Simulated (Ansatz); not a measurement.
Take SnTe in the rock salt structure (space group Fm-3m, No. 225; a = 6.2887 Å) as the base.

Modification: cell and atoms relaxed at a pressure of 75 GPa.

Levels (all Ansatz, a quantum-chemistry and plane-wave program, PAW): PBEsol (420 eV, no spin-orbit coupling); r2SCAN (500 eV, scalar-relativistic without spin-orbit coupling).

The geometry is relaxed with PBEsol.

* **PBEsol pressure**: 75.0 GPa

With r2SCAN at the same geometry, the pressure goes up by 6.6 GPa to 81.6 GPa.

Single points use the geometry relaxed with PBEsol. Their cutoffs differ, which shifts pressures a little. Load acts through the strain it causes; cell and atoms are relaxed under it. Stability against distortions was not tested. No other phases were tried under pressure. The final runs are not spin-polarised.
